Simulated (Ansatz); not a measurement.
CdSe, pressure series

The parent structure is CdSe in the zinc blende structure (space group F-43m, No. 216).

```cif
data_CdSe
_chemical_formula_sum 'Se1 Cd1'
_space_group_name_H-M_alt 'P 1'
_space_group_IT_number 1
_cell_length_a 4.38155
_cell_length_b 4.38155
_cell_length_c 4.38155
_cell_angle_alpha 60.000
_cell_angle_beta 60.000
_cell_angle_gamma 60.000
loop_
_space_group_symop_operation_xyz
  'x, y, z'
loop_
_atom_site_label
_atom_site_type_symbol
_atom_site_fract_x
_atom_site_fract_y
_atom_site_fract_z
_atom_site_occupancy
Se1 Se 0.75000 0.75000 0.75000 1
Cd1 Cd 0.00000 0.00000 0.00000 1
```

Cell and atoms are relaxed at each pressure.

Method: PBE (Ansatz, a program for electronic structure, PAW, spin-orbit coupling left out), earlier PAW set.

| pressure (GPa) | volume per atom (Å³/atom) |
|---|---|
| -2 | 31.276 |
| -1 | 30.454 |
| 0 | 29.740 |
| 0.9 | ? |
| 2.1 | 28.500 |
| 4.5 | 27.374 |
| 9 | 25.760 |
| 15 | 24.184 |
| 30 | 21.627 |

**Question.** Fit the third-order Birch–Murnaghan form P(V) = (3B₀/2)[(V₀/V)^(7/3) − (V₀/V)^(5/3)]·[1 + (3/4)(B₀′ − 4)((V₀/V)^(2/3) − 1)] (squares taken in P) to the rows shown and predict the withheld row.

**Answer.** Least squares on the printed values gives V₀ = 29.742 Å³/atom, B₀ = 44.8 GPa, B₀′ = 4.6; this predicts 29.177 Å³/atom, and the run gives 29.177 Å³/atom, in agreement.

Load acts through the strain it causes; cell and atoms are relaxed under it. No phonon test of stability was made. Tetrahedral semiconductors of this kind turn to denser phases somewhere between about 1 and 50 GPa; those were not computed, so compressed cells here can lie past the real transition.
